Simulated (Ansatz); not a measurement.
Level of theory: PBE (plane waves to 420 eV, PAW; Ansatz, an electronic-structure program).

Plane-averaged electrostatic potential energy along the normal, in eV from the Fermi level, for NH3 on the 1x1 (110) surface of bcc Mo, one in a 2x2 cell, started at the site 'bridge Mo-Mo (span 3.2 Å)':

(z (Å), V (eV)): (5.49, 4.57); (5.78, 4.56); (6.07, 4.56); (6.36, 4.55); (6.64, 4.53); (6.93, 4.49); (7.22, 4.40); (7.51, 4.24); (7.80, 3.91); (8.09, 3.27); (8.38, 2.03); (8.67, -0.41); (8.96, -5.93); (9.24, -14.58); (9.53, -21.60); (9.82, -22.85); (10.11, -17.68); (10.40, -9.26); (10.69, -3.51); (10.98, -4.32); (11.27, -11.28); (11.56, -19.60); (11.84, -23.60); (12.13, -20.86); (12.42, -12.98); (12.71, -5.01); (13.00, -2.13); (13.29, -5.11); (13.58, -13.12); (13.87, -20.93); (14.16, -23.53); (14.44, -19.41); (14.73, -11.04); (15.02, -4.10); (15.31, -3.23); (15.60, -8.70); (15.89, -17.06); (16.18, -22.53); (16.47, -21.75); (16.76, -15.12); (17.04, -6.53); (17.33, -0.74); (17.62, 1.77); (17.91, 2.65); (18.20, 1.98); (18.49, 0.23); (18.78, -1.52); (19.07, -1.96); (19.36, 0.49); (19.64, 1.81); (19.93, 2.23); (20.22, 2.41); (20.51, 2.49); (20.80, 2.53); (21.09, 2.55); (21.38, 2.56); (21.67, 2.56); (21.96, 2.57); (22.24, 2.57); (22.53, 2.57); (22.82, 2.57); (23.11, 2.57); (23.40, 2.57)

Slab: 20 atoms, 6.5 Å thick at the start under the adsorbate (thin: gaps and levels are the slab's own); k 6x6x1, smearing 0.1 eV, dipole-corrected; 8 atoms held, the rest relaxed; no symmetry held; no spin, no spin-orbit, no U, no dispersion correction. At the end it is bonded to Mo. In PBE it is, or lies within 0.03 eV of, the lowest of the starts that converged.

Q: The surface cell has an area of 28.26 Å². What dipole along the normal does the step between the two vacuum levels imply?

A: the top vacuum level lies 2.00 eV below the bottom one; p = −ε₀ A ΔV (ε₀ = 0.005526 e/(V·Å)) gives 0.31 e·Å a cell.
